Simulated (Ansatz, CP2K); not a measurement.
An Ansatz (a quantum-chemistry and plane-wave program) input for a self-consistent single point of InSb (F-43m, 2 atoms in the cell) (DFT, LDA (PW92), plane waves, default PAW files made with PBE):

Ansatz 0.2 input:
```yaml
crystal:
  lattice:
    - [0.000000, 3.346791, 3.346791]
    - [3.346791, 0.000000, 3.346791]
    - [3.346791, 3.346791, 0.000000]
  atoms:
    - { symbol: In, position: [0.000000, 0.000000, 0.000000] }
    - { symbol: Sb, position: [0.250000, 0.250000, 0.250000] }
basis:
  ecutwfc: 420.0
kpoints:
  mp_grid: { grid: [9, 9, 9] }
hamiltonian:
  xc: lda
  pseudopotentials: { kind: paw }
scf:
  occupations: { method: fermi_dirac, width: 0.1 }
output:
  forces: true
  eigenvalues: true
  stress: true
```

Q: Translate this input to CP2K.

A: One input that does it (others would too):

```
&GLOBAL
  PROJECT calc
  RUN_TYPE ENERGY_FORCE
  PRINT_LEVEL MEDIUM
&END GLOBAL
&FORCE_EVAL
  METHOD Quickstep
  STRESS_TENSOR ANALYTICAL
  &DFT
    BASIS_SET_FILE_NAME BASIS_MOLOPT
    POTENTIAL_FILE_NAME GTH_POTENTIALS
    &QS
      METHOD GPW
      EPS_DEFAULT 1E-10
    &END QS
    &MGRID
      CUTOFF 500
      REL_CUTOFF 50
      NGRIDS 5
    &END MGRID
    &SCF
      SCF_GUESS ATOMIC
      EPS_SCF 1E-7
      MAX_SCF 100
      ADDED_MOS 4
      &DIAGONALIZATION
        ALGORITHM STANDARD
      &END DIAGONALIZATION
      &MIXING
        METHOD BROYDEN_MIXING
        ALPHA 0.2
        NBUFFER 8
        BETA 1.5
      &END MIXING
      &SMEAR ON
        METHOD FERMI_DIRAC
        ELECTRONIC_TEMPERATURE [K] 1160.45
      &END SMEAR
    &END SCF
    &KPOINTS
      SCHEME MONKHORST-PACK 9 9 9
    &END KPOINTS
    &XC
      &XC_FUNCTIONAL PADE
      &END XC_FUNCTIONAL
    &END XC
    &PRINT
      &MO
        EIGENVALUES T
        OCCUPATION_NUMBERS T
        NDIGITS 8
        FILENAME mo
        &EACH
          QS_SCF 0
        &END EACH
        ADD_LAST NUMERIC
      &END MO
      &MULLIKEN ON
      &END MULLIKEN
    &END PRINT
  &END DFT
  &SUBSYS
    &CELL
      A 4.73307700 0.00000000 0.00000000
      B 2.36653900 4.09896500 0.00000000
      C 2.36653900 1.36632200 3.86454100
      PERIODIC XYZ
    &END CELL
    &COORD
      SCALED
      In       0.00000000     0.00000000     0.00000000
      Sb       0.25000000     0.25000000     0.25000000
    &END COORD
    &KIND In
      BASIS_SET DZVP-MOLOPT-SR-GTH-q13
      POTENTIAL GTH-PADE-q13
    &END KIND
    &KIND Sb
      BASIS_SET DZVP-MOLOPT-SR-GTH-q5
      POTENTIAL GTH-PADE-q5
    &END KIND
  &END SUBSYS
  &PRINT
    &FORCES ON
    &END FORCES
    &STRESS_TENSOR ON
    &END STRESS_TENSOR
  &END PRINT
&END FORCE_EVAL
```

Basis, cutoffs, solver keys and any potentials are the target program's own. This input uses DFT LDA (Pade form), GPW, DZVP-MOLOPT-SR-GTH basis, GTH-PADE potentials (GTH_POTENTIALS). LDA parametrisations can differ slightly between programs. Both were run: pressure -3.95 GPa in Ansatz and -3.77 in CP2K. Ansatz's pressure is the one without its finite-basis correction.

On Ansatz: the starting cell comes from a database of computed structures (which also holds hypothetical and non-ambient phases and stackings), without a prior relaxation at this level. Its lattice was rescaled by a random factor within 2.5 % of one. With a pressure of about -4 GPa the cell is away from its equilibrium volume at this level. The run gives no clean gap (levels at the Fermi energy touch, overlap or are partly filled at this smearing), which alone does not show that the compound is a metal.

On CP2K: the starting cell comes from a database of computed structures (which also holds hypothetical and non-ambient phases and stackings), without a prior relaxation at this level. Its lattice was rescaled by a random factor within 2.5 % of one. Values carry the incompleteness of an atom-centred basis. With a pressure of about -4 GPa the cell is away from its equilibrium volume at this level. The run gives no clean gap (levels at the Fermi energy touch, overlap or are partly filled at this smearing), which alone does not show that the compound is a metal.
